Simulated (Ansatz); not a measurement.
# Response to strain in Hf

Base system: Hf in the hcp (Mg type) structure (space group P6_3/mmc, No. 194; relaxed with 0.1 eV smearing).

```
CELL_PARAMETERS angstrom
      3.15801     0.00000     0.00000
     -1.57901     2.73492     0.00000
      0.00000     0.00000     5.00438
ATOMIC_POSITIONS crystal
  Hf 0.33333 0.66667 0.75000
  Hf 0.66667 0.33333 0.25000
```

Cartesian axes are those of the cell as printed.

Strains are applied to the cell and any free atomic positions relax; under biaxial strain the out-of-plane vector relaxes too.

Level of theory: PBEsol (Ansatz, an electronic-structure program), no spin-orbit coupling, earlier PAW set.

Notes on the quantities. energy relative to the base: free energy F; pressure: mean of the normal stresses, compression positive.

```tsv
case	space group	energy relative to the base	shortest interatomic distance	pressure
base	P6_3/mmc (No. 194)	0 meV/atom	5.851 bohr	0.0 GPa
biaxial strain +2.08 %, plane normal [001], relaxed out of plane	P6_3/mmc (No. 194)	–	5.839 bohr	-2.7 GPa
isotropic strain +1.18 %	P6_3/mmc (No. 194)	+9.3 meV/atom	5.920 bohr	-3.7 GPa
isotropic strain +3.60 %	P6_3/mmc (No. 194)	+82 meV/atom	6.061 bohr	-10.0 GPa
uniaxial strain ε_xx = −1.43 %	Cmcm (No. 63)	+2.6 meV/atom	5.826 bohr	1.6 GPa
```

Stability against distortions was not tested. All final runs are without spin polarisation.
